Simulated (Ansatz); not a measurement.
**Effect of holes 5.0×10^21 cm⁻³ on MoS2**

Base system: MoS$_{2}$ (space group P6_3/mmc, No. 194; a = 3.173 Å, c = 12.437 Å; layered, stacked along the Cartesian z axis).

The change: 0.542 holes added to each cell, a density of 5.0×10^21 cm⁻³, with a uniform compensating background at fixed cell and a 300 K Fermi–Dirac width.

Calculations: r2SCAN+rVV10 in Ansatz (plane waves to 500 eV, PAW, scalar-relativistic without spin-orbit coupling). Γ-centred 17×17×4 mesh, Fermi–Dirac width 0.0259 eV.

Gap between the host's bands: 0.99 eV (base 1.01 eV)
Gap character: indirect, Γ → K (base indirect, Γ → K–Γ (47 % along))
Fermi level relative to the doped band's edge (positive inside the band; to 0.05 eV): +0.90 eV

Final structure:

```xyz
6
Lattice="3.1730 0.0000 0.0000 -1.5865 2.7479 0.0000 0.0000 0.0000 12.4366" Properties=species:S:1:pos:R:3 pbc="T T T"
Mo     0.0000     1.8319     3.1091
Mo     1.5865     0.9160     9.3274
S      0.0000     1.8319     7.7783
S      1.5865     0.9160     1.5600
S      1.5865     0.9160     4.6583
S      0.0000     1.8319    10.8766
```
Cell charge +0.542177.

Cost of the whole job for the changed cell (relaxation, final SCF and bands): very roughly 3 core-minutes.

Carriers are added with a uniform compensating background; total energy and stress of such cells depend on the potential's zero and are not compared; many-body gap narrowing is missing at this level. Stability against distortions was not tested.

Ansatz is a first-principles code.
